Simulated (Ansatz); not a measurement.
**How the bulk modulus B0 of SiGe (model structure, Pmma, No. 51, 4 atoms in the cell) moves with the method**

No measured value is used here.

| level (code) | value (GPa) | cell (Å³/atom) |
|---|---|---|
| LDA (Ansatz) | 85.0 | 20.81 |
| PBE (Ansatz) | … | 21.97 |
| PBEsol (Ansatz) | 81.2 | 21.29 |
| r²SCAN (Ansatz) | 84.6 | 21.36 |

Q: Some entries are withheld; supply them.

A: 
- PBE (Ansatz, an electronic-structure program), value (GPa): 74.2

LDA, PBE, PBEsol, r²SCAN: the bulk modulus is −V dP/dV from two relaxed cells at ±2 % in volume. Each level is taken at its own relaxed cell. Cutoffs differ between the levels. Ansatz's density-functional and Hartree–Fock values are scalar-relativistic unless marked +SOC, with PAW data made under PBE.

A model structure was made by putting elements into a prototype or built by hand; it is no filed structure, need not be a known phase, and can be a saddle point held by its symmetry.
